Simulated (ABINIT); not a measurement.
ABINIT run on CaGaSiH (P3m1, 4 atoms in the cell): self-consistent single point.

Level of theory: PBEsol, PAW (JTH v2.0 PBE PAW, files made for PBE) (plane waves; ABINIT).

The change in words: lattice scaled by 0.98. Reference geometry:
```
CELL_PARAMETERS angstrom
      4.09110     0.00000     0.00000
     -2.04555     3.54300     0.00000
      0.00000     0.00000     4.76280
ATOMIC_POSITIONS crystal
  Ca 0.00000 0.00000 0.00000
  Ga 0.66667 0.33333 0.55680
  Si 0.33333 0.66667 0.43370
  H  0.66667 0.33333 0.92500
```

Reference input (self-consistent single point, DFT, PBEsol, plane waves, PAW (JTH v2.0 PBE PAW, files made for PBE)): pseudos = [Ca.GGA_PBE-JTH.xml, Ga.GGA_PBE-JTH.xml, Si.GGA_PBE-JTH.xml, H.GGA_PBE-JTH.xml]; ecut = 60 Ry; pawecutdg = 120 Ry; pawxcdev = 0; ixc = -116133; occopt = 3; tsmear = 0.02 eV; ngkpt = 6 6 5; nshiftk = 1; shiftk = 0 0 0; potentials = JTH v2.0 PBE PAW; nband = 19. This run's input differs from it in these lines:

```diff
@@ -3,6 +3,6 @@
 pseudos "Ca.GGA_PBE-JTH.xml, Ga.GGA_PBE-JTH.xml, Si.GGA_PBE-JTH.xml, H.GGA_PBE-JTH.xml"
-acell 4.0911002717 4.0911002717 4.7628000000 Angstrom
+acell 4.0092782316 4.0092782316 4.6675440000 Angstrom
 rprim
-         1.0000000000   -0.0000000154    0.0000000000
-        -0.4999999867    0.8660254115    0.0000000000
+         1.0000000000   -0.0000000134    0.0000000000
+        -0.4999999884    0.8660254105    0.0000000000
          0.0000000000    0.0000000000    1.0000000000
```

Output, abridged:

```
--- !BeginCycle
solver: {iscf: 17, nstep: 80, nline: 4, wfoptalg: 10, }
tolerances: {toldfe: 1.00E-09, }
...

     iter   Etot(hartree)      deltaE(h)  residm     nres2
 ETOT  1  -120.36356003310    -1.204E+02 3.449E-01 8.176E+00
 ETOT  2  -120.66889695956    -3.053E-01 1.564E-02 1.389E+00
 ETOT  3  -120.66760474552     1.292E-03 2.432E-02 1.703E-01
 ETOT  4  -120.66777969961    -1.750E-04 2.384E-03 1.711E-02
 ETOT  5  -120.66788224865    -1.025E-04 4.368E-03 4.769E-03
   [... 12 lines left out ...]
 ETOT 18  -120.66797643746    -2.434E-09 1.234E-04 1.239E-10
 ETOT 19  -120.66797643860    -1.137E-09 3.149E-04 1.947E-09
 ETOT 20  -120.66797643912    -5.289E-10 1.231E-04 1.503E-10
 ETOT 21  -120.66797643937    -2.473E-10 2.974E-04 7.636E-10
 At SCF step   21, etot is converged :
  for the second time, diff in etot=  2.473E-10 < toldfe=  1.000E-09

 Cartesian components of stress tensor (hartree/bohr^3)
  sigma(1 1)= -8.01330751E-05  sigma(3 2)=  0.00000000E+00
  sigma(2 2)= -8.01330754E-05  sigma(3 1)=  0.00000000E+00
  sigma(3 3)= -1.14154146E-05  sigma(2 1)=  3.53337261E-14

 ----iterations are completed or convergence reached----

 reduced coordinates (array xred) for    4 atoms
       0.000000000000      0.000000000000      0.000000000000
       0.666666666667      0.333333333333      0.556800000000
       0.333333333333      0.666666666667      0.433700000000
       0.666666666667      0.333333333333      0.925000000000
 cartesian forces (eV/Angstrom) at end:
    1      0.00000000000000    -0.00000000000000    -0.04960766556240
   [... lines left out ...]
 Fermi (or HOMO) energy (eV) =   6.09170   Average Vxc (eV)=  -9.85826
   [... lines left out ...]
'-kT*entropy'       : -1.39334352944912E-07
total_energy        : -1.20667980904563E+02
total_energy_eV     : -3.28354274800522E+03
...

-Cartesian components of stress tensor (GPa)         [Pressure=  1.6837E+00 GPa]
- sigma(1 1)= -2.35759607E+00  sigma(3 2)=  0.00000000E+00
- sigma(2 2)= -2.35759608E+00  sigma(3 1)=  0.00000000E+00
- sigma(3 3)= -3.35853036E-01  sigma(2 1)=  1.03955394E-09

 Calculation completed.
```

The run converged in 21 iterations. Against the reference run the free energy drops by 2.5 meV/atom, the pressure goes from -2.30 to 1.68 GPa, the largest force goes from 0.033 to 0.176 eV/Å and the gap on the mesh goes from 0.394 to 0.314 eV.

The starting cell comes from a database of computed structures (which also holds hypothetical and non-ambient phases and stackings), without a prior relaxation at this level. For this run, on top of that: lattice scaled by 0.98. The potentials were made for another functional than the one used.

Cost on one core of a shared machine: roughly 2 min.
